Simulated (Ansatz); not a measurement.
An Ansatz (a program for electronic structure) run: AlV2C with a change (isotropic strain +3.78 %); plane-wave PAW DFT at the PBE level (Ansatz, 420 eV), scalar-relativistic without spin-orbit coupling.

Input:

Ansatz 0.2 input:
```yaml
crystal:
  lattice:
    - [3.0150167662, 0, 0]
    - [-1.5075083831, 2.6110811124, 0]
    - [0, 0, 13.6310622729]
  atoms:
    - { symbol: Al, position: [0.3333333333, 0.6666666667, 0.75] }
    - { symbol: Al, position: [0.6666666667, 0.3333333333, 0.25] }
    - { symbol: V, position: [0.3333333333, 0.6666666667, 0.0852068271] }
    - { symbol: V, position: [0.6666666667, 0.3333333333, 0.5852068271] }
    - { symbol: V, position: [0.6666666667, 0.3333333333, 0.9147931729] }
    - { symbol: V, position: [0.3333333333, 0.6666666667, 0.4147931729] }
    - { symbol: C, position: [0, 0, 0] }
    - { symbol: C, position: [0, 0, 0.5] }
basis: { ecutwfc: 420, ecutrho_ratio: 4, xc_grid: 2, fft_grid_basis: typed }
kpoints: { mp_grid: { grid: [18, 18, 4] } }
hamiltonian:
  xc: pbe
  dispersion: none
  pseudopotentials: { kind: paw }
scf: { occupations: { method: fermi_dirac, width: 0.05 }, convergence: { dr2_threshold: 0.0000000008 } }
relax: { f_tol: 0.005, max_steps: 50 }
output: { forces: true, stress: true }
checkpoint: { write: state.ck, write_every: 1000 }
```

Output (explanatory and most iteration lines left out):

```
Relaxation: its limit of steps is 50 (relax.max_steps)
Pseudopotential: Al, paw, valence charge 3
Pseudopotential: V, paw, valence charge 13
Pseudopotential: C, paw, valence charge 4
Crystal: 8 atoms, lattice volume = 107.310 Å³
Basis set: ecut = 420 eV, 2061 PW (Γ), exchange–correlation on 48×48×192 points (8 copies of the dense FFT grid, shifted against one another)
Bands: 41, of which v1, the nominal top of the filled ones, is band 33 counted from 1 (32 counted from 0)
Symmetry: 24 space group operations
Space group: P63/mmc (ITA 194), of the structure as read, at distance tolerance 4.8e-5 Å
k-points: 111 of 1296
Functional: x = pbe(κ = 0.804, μ = 0.2195149727645171), c = pbe(β = 0.06672455060314922)
SCF iter   1: F=—  HF=-13230.090893 eV  |F-HF|=—  |Δ(HF+E_count)|=         —  Δρ=5.62e-3  dr2=3.56e-2  ethr=1.77e-3  ⟨swp⟩=6.3  Hψ=16381  notcnv=0
SCF iter   2: F=—  HF=-13230.086076 eV  |F-HF|=—  |Δ(HF+E_count)|=   4.82e-3  Δρ=1.90e-3  dr2=2.87e-3  ethr=5.39e-5  ⟨swp⟩=2.1  Hψ=7483  notcnv=0  defer=4
SCF 1 converged in 9 iterations: F = -13230.085703 eV  dr2 = 1.12e-11
relax step   1: F+E_penalty+E_count = -13230.08570258 eV  Δ(F+E_penalty+E_count) = +0.000e0 eV  max|allowed force component| = 9.922e-1 eV/Å  Δτ_max = 0.0000 Å  (9 SCF iters, accepted)
Crystal: 8 atoms, lattice volume = 107.310 Å³
SCF iter   1: F=—  HF=-13230.267002 eV  |F-HF|=—  |Δ(HF+E_count)|=         —  Δρ=9.36e-3  dr2=4.14e-1  ethr=6.29e-4  ⟨swp⟩=1.0  Hψ=15418  notcnv=0
SCF iter   2: F=—  HF=-13230.223489 eV  |F-HF|=—  |Δ(HF+E_count)|=   4.35e-2  Δρ=4.64e-3  dr2=1.44e-1  ethr=6.27e-4  ⟨swp⟩=1.6  Hψ=4827  notcnv=0
SCF 2 converged in 9 iterations: F = -13230.200488 eV  dr2 = 6.46e-10
relax step   2: F+E_penalty+E_count = -13230.20048767 eV  Δ(F+E_penalty+E_count) = -1.148e-1 eV  max|allowed force component| = 2.127e-1 eV/Å  Δτ_max = 0.0473 Å  (9 SCF iters, accepted)
Crystal: 8 atoms, lattice volume = 107.310 Å³
SCF iter   1: F=—  HF=-13230.210163 eV  |F-HF|=—  |Δ(HF+E_count)|=         —  Δρ=2.46e-3  dr2=2.80e-2  ethr=4.16e-4  ⟨swp⟩=2.0  Hψ=8863  notcnv=0
SCF iter   2: F=—  HF=-13230.207220 eV  |F-HF|=—  |Δ(HF+E_count)|=   2.94e-3  Δρ=1.21e-3  dr2=9.65e-3  ethr=4.25e-5  ⟨swp⟩=1.0  Hψ=5439  notcnv=0
SCF 3 converged in 8 iterations: F = -13230.205696 eV  dr2 = 6.02e-10
relax step   3: F+E_penalty+E_count = -13230.20569638 eV  Δ(F+E_penalty+E_count) = -5.209e-3 eV  max|allowed force component| = 4.152e-4 eV/Å  Δτ_max = 0.0122 Å  (8 SCF iters, accepted)
SCF converged after 8 iterations
Free energy (F): -13230.205696 eV
Internal energy: -13230.160507 eV  (E = F + TS)
E sigma→0 (E₀):  -13230.183102 eV
Entropy (-TS):   -0.045189 eV (-5.649 meV/atom)
Fermi energy:    12.023935 eV
--- Forces (eV/Å), atoms counted from 1 ---
  atom   1  Al     0.00000000     0.00000000     0.00000000
  atom   2  Al     0.00000000    -0.00000000     0.00000000
  atom   3  V      0.00000000     0.00000000     0.00041524
  atom   4  V      0.00000000    -0.00000000     0.00041524
  atom   5  V     -0.00000000    -0.00000000    -0.00041524
  atom   6  V      0.00000000     0.00000000    -0.00041524
  atom   7  C     -0.00000000     0.00000000     0.00000000
  atom   8  C      0.00000000     0.00000000     0.00000000
--- Stress (GPa, compression-positive) ---
      -14.682595       0.000000       0.000000
        0.000000     -14.682595       0.000000
        0.000000       0.000000     -14.676092
  P = ⅓ Tr σ = -14.6804 GPa (-146.804 kbar)
--- Relaxed structure (3 steps of the walk, 3 accepted, 0 SCFs on fresh bases) ---
  atoms:
    - { symbol: Al, position: [0.3333333333333333, 0.6666666666666666, 0.7500000000000001] }
    - { symbol: Al, position: [0.6666666666666666, 0.3333333333333333, 0.25] }
    - { symbol: V, position: [0.3333333333333333, 0.6666666666666666, 0.08083999651916011] }
    - { symbol: V, position: [0.6666666666666666, 0.3333333333333333, 0.5808399965191603] }
    - { symbol: V, position: [0.6666666666666666, 0.3333333333333333, 0.91916000348084] }
    - { symbol: V, position: [0.3333333333333333, 0.6666666666666666, 0.4191600034808399] }
    - { symbol: C, position: [-4.233704193422135e-35, 4.840491243302765e-35, 0.0] }
    - { symbol: C, position: [-6.099766358181844e-35, -3.150160967863703e-35, 0.5] }
```

Whether these cells are dynamically stable was not tested. All final runs are without spin polarisation. The cell was made from AlV₂C (space group P6_3/mmc, No. 194) by this change: isotropic strain +3.78 %.
